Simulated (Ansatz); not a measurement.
The parent structure is TlBr in the CsCl type structure (space group Pm-3m, No. 221).

TlBr is taken in the cubic space group Pm-3m (No. 221), the CsCl type structure, Pearson symbol cP2. Lattice parameters: a = b = c = 3.915 Å, α = β = γ = 90.00°. Tl on 1a sees 8 Br at 3.390 Å (cubic). Br on 1b is surrounded by 8 Tl at 3.390 Å (cubic). (Neighbours: up to the widest gap in distance over summed covalent radii, below 1.35, at either atom; cation-cation and far metal-metal contacts left out.)

Computed with PBEsol (Ansatz, a quantum-chemistry and plane-wave program; PAW; 420 eV plane waves; spin-orbit coupling left out).

For the base:

| Item | Result |
|---|---|
| Band gap | 1.59 eV |
| Hole mass | 0.20 mₑ along k, 0.43 mₑ across (at X) |
| Electron mass | 0.14 mₑ along k, 0.20 mₑ across (at X) |

One thing is altered: the cell is scaled by 0.9950 in all directions, atoms relaxed at fixed cell.

Q: Predict the new band gap, hole mass, energy relative to the base and electron mass.

A: The band gap drops by 0.05 eV, from 1.59 eV to 1.54 eV; the hole mass changes from 0.20 mₑ along k, 0.43 mₑ across (at X) to 0.19 mₑ along k, 0.42 mₑ across (at X); the energy increases by 0.6 meV/atom; the electron mass changes from 0.14 mₑ along k, 0.20 mₑ across (at X) to 0.13 mₑ along k, 0.20 mₑ across (at X).

With Tl present, leaving out spin-orbit coupling can change the band edges. The cells carry an imposed strain or load. Masses are band curvatures over ±0.01 Å⁻¹ around the edge. Along k means along the line from Γ to the band edge. No phonon test of stability was made.
